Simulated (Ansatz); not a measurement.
Tunnelling through a barrier is set by its complex band structure: the current falls as exp(−2κd) with the smallest κ.

```yaml
crystal:
  lattice:
    - [3.12515, 0.00000, 0.00000]
    - [-1.56258, 2.70646, 0.00000]
    - [0.00000, 0.00000, 5.19236]
  atoms:
    - { symbol: Ga, position: [0.66667, 0.33333, 0.49908] }
    - { symbol: Ga, position: [0.33333, 0.66667, 0.99908] }
    - { symbol: N, position: [0.66667, 0.33333, 0.87592] }
    - { symbol: N, position: [0.33333, 0.66667, 0.37592] }
```

The cell is strained (lengths across the current scaled by 0.98, ions clamped); by r2SCAN it stands under a pressure of 7.6 GPa.

Transport runs along the normal of the first two printed cell vectors, the (001) (indices of the unstrained crystal) plane of the conventional cell.

No gap correction and no spin-orbit coupling; mid-gap is the computed energy nearest the middle.

### Question
Compute, with r2SCAN (Ansatz, a first-principles code), the band gap and the smallest decay constant κ at mid-gap.

### Answer
Gap 2.53 eV on a 12×12×6 mesh; κ = 0.167 1/Å, at the zone centre.
